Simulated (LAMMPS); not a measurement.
Simulation of GaN (wurtzite), 896 atoms, at 1620 K and 0 GPa, heated as the crystal.

Computed with classical MD, pair style sw, file GaN.sw (LAMMPS).

| Property | Result |
|---|---|
| state found | crystal; no diffusion seen in 30 ps |
| density | 5.9109 ± 0.0002 g/cm³ |
| volume per atom | 11.7611 ± 0.0005 Å³ |
| enthalpy per atom | -3.9146 ± 0.0008 eV |
| first peak of g(r), Ga-N | 1.96 Å, height 8.9 |
| coordination number of Ga by N | 4.00 (counted to 2.58 Å) |
| coordination number of N by Ga | 4.00 (counted to 2.58 Å) |
| most common N-Ga-N angle | in the 3° bin centred on 109.5° (mean of all 109°) |
| most common Ga-N-Ga angle | in the 3° bin centred on 109.5° (mean of all 109°) |
| mean frequency of the velocity spectrum | 15.2 THz |
| cost | about 7 core-minutes (a rough figure) |

Potential: file GaN.sw of the LAMMPS distribution; its header cites Bere and Serra, Phil Mag 86, 2159 (2006).

States go by the mean squared displacement: a species diffuses where it passes 1.5 Å², still rises and gives D over 1e-6 cm²/s; a crystal has left its structure where atoms lie 0.35 Å off their sites on average or a cubic box changes its shape by 3 %.

The ± values are statistical; the model's systematic error is not in them.

```csv
angle (°),"probability per degree, N-Ga-N","probability per degree, Ga-N-Ga"
85.50,0.0000,0.0000
88.50,0.0002,0.0001
91.50,0.0009,0.0009
94.50,0.0033,0.0028
97.50,0.0096,0.0091
100.5,0.0225,0.0226
103.5,0.0414,0.0433
106.5,0.0607,0.0606
109.5,0.0668,0.0667
112.5,0.0577,0.0574
115.5,0.0382,0.0384
118.5,0.0201,0.0200
121.5,0.0079,0.0078
124.5,0.0030,0.0027
127.5,0.0007,0.0007
130.5,0.0001,0.0002
133.5,0.0000,0.0000
```
